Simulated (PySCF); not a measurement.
PySCF 2.14.0, WB97X/def2-svp, df: Hf(O)(OMe)(Me) (C[O][Hf]([CH3])=[O]), 11 atoms. The geometry is a generated start, not checked to be a minimum at this level.

```yaml
task: energy
method: wb97x
basis: def2-svp
two_electron_scheme: density fitting
mol.max_memory: 3000 MB
mf.max_cycle: 100
mf.conv_tol: 1e-09 (default)
mf.grids.level: 3 (default)
effective_core_potentials: those of the basis set, past Kr
basis_functions: 118
grid_points: 139040
```

```xyz
11

Hf    -0.8059     0.7066     0.0814
O     -1.7821    -0.5185     0.8452
O      0.2009    -0.0300    -1.3305
C     -0.0145    -1.3653    -1.7098
H     -0.5813    -1.8987    -0.9263
H     -0.5648    -1.4105    -2.6620
H      0.9538    -1.8641    -1.8524
C      0.4646     1.5291     1.6742
H      1.0610     2.4045     1.3987
H      1.1519     0.6941     1.8873
H     -0.0836     1.7527     2.5943
```

Charge 0 and multiplicity 1 are set for this test and not shown to be the ground state.

With the defaults (mf.DIIS = CDIIS, mf.diis = true, mf.init_guess = minao, mf.diis_space = 8, mf.diis_damp = 0) it converges in 15 Fock builds. One run each on 2 threads, 1 BLAS thread, with these changes:
- mf.diis_space = 5
- mf.diis_damp = 0.3
- mf.init_guess = mod_huckel
- mf.DIIS = EDIIS
- mf.init_guess = 1e
- mf.diis = false
- mf.diis_space = 20
- mf.init_guess = atom
- mf.diis_space = 3

### Question
Which of these changes keep the SCF from converging, or lead it to another solution?

### Answer
No convergence: mf.DIIS = EDIIS; mf.diis = false (the run ends without SCF convergence in 100 cycles). The rest reach the solution of the defaults.

```
setting                     Fock builds             end
--------------------------  -----------  --------------
the defaults                         15   same solution
mf.init_guess = atom                 15   same solution
mf.diis_damp = 0.3                   15   same solution
mf.diis_space = 20                   15   same solution
mf.diis_space = 5                    16   same solution
mf.init_guess = mod_huckel           17   same solution
mf.init_guess = 1e                   19   same solution
mf.diis_space = 3                    21   same solution
mf.DIIS = EDIIS                     101  no convergence
mf.diis = false                     101  no convergence
```
